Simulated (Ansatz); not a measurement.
We consider BP (model structure, started from the BeO type, P4₂/mnm, No. 136, 8 atoms in the cell), described by LDA (Ansatz, a program for electronic structure, plane waves, PAW).

Numerical settings: plane-wave cutoff 520 eV, 6×6×10 k mesh (along the axes of the cell as run), Fermi–Dirac smearing 0.01 eV, scalar-relativistic PAW data made under PBE.

Cell (relaxed with PBEsol):

```
BP
1.0
    5.53223     0.00000     0.00000
    0.00000     5.53223     0.00000
    0.00000     0.00000     3.18735
B P
4 4
Direct
  0.32158   0.67842   0.00000
  0.67842   0.32158   0.00000
  0.82158   0.82158   0.50000
  0.17842   0.17842   0.50000
  0.31930   0.31930   0.00000
  0.68070   0.68070   0.00000
  0.18070   0.81930   0.50000
  0.81930   0.18070   0.50000
```

Problem. What does this level give for the band gap and smallest direct gap on the k points sampled?

Solution. 
- band gap: 0.30 eV (indirect)
- smallest direct gap on the k points sampled: 1.27 eV

Note: the relaxation could raise the start's symmetry but not lower it, so the cell can be a saddle point; cell and atoms aren't relaxed at this level (pressure -3.2 GPa).

The computed numbers hold no vibrational or temperature effects.

A model structure was made by putting elements into a prototype or built by hand; it is no filed structure, need not be a known phase, and can be a saddle point held by its symmetry.
